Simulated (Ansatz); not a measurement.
Amorphous Hf18O38Ce, 57 atoms at 9.02 g/cm³, one PBE-relaxed geometry, zone centre. Methods: PBE, scalar-relativistic without spin-orbit coupling (Ansatz, a first-principles code); r2SCAN, scalar-relativistic without spin-orbit coupling (Ansatz); HSE06, scalar-relativistic without spin-orbit coupling (Ansatz). Plane waves to 420 eV (r2SCAN 500 eV); exact exchange is cut at the cell's faces. At PBE the levels at both edges of the gap are localised (band-tail or defect states), and the nearest spread-out levels lie 4.3 eV apart at the zone centre.

It comes from a melt-quench run on a machine-learned potential (CHGNet), relaxed afterwards by DFT. O atoms were pushed apart under 1.9 Å during the dynamics, to hinder bonds among them. The hot cell started wider than the set density and was brought back towards it in steps. It is the lowest in DFT energy of 3 quenches. It is a model cell: composition and starting density were chosen by hand, and all elements were melted together. No dispersion term was used. Its density started from a set value of 8.86 and ended at 9.02 g/cm³. Cooling (nominally 380 K/ps over its main leg) ran many orders faster than in experiment, which tends to leave more defects and strain. Values belong to this one cell and scatter from quench to quench. Volume and shape were free in the relaxation.

The relaxation ran on the zone centre alone. At PBE the gap between localised states is 1.34 eV on a 2×2×2 Γ-centred mesh, and the spacing at the zone centre alone 1.37 eV.

**Question.** What zone-centre spacing does r2SCAN give, roughly?

**Answer.** 1.61 eV (+0.24 eV against PBE).

**Question.** What zone-centre spacing does HSE06 give, roughly?

**Answer.** 2.96 eV (+1.59 eV against PBE).

The highest filled and the lowest empty state spread over these numbers of atoms (participation numbers): PBE: 9.3 and 1.1; r2SCAN: 7.6 and 1.1; HSE06: 6.6 and 1.1.
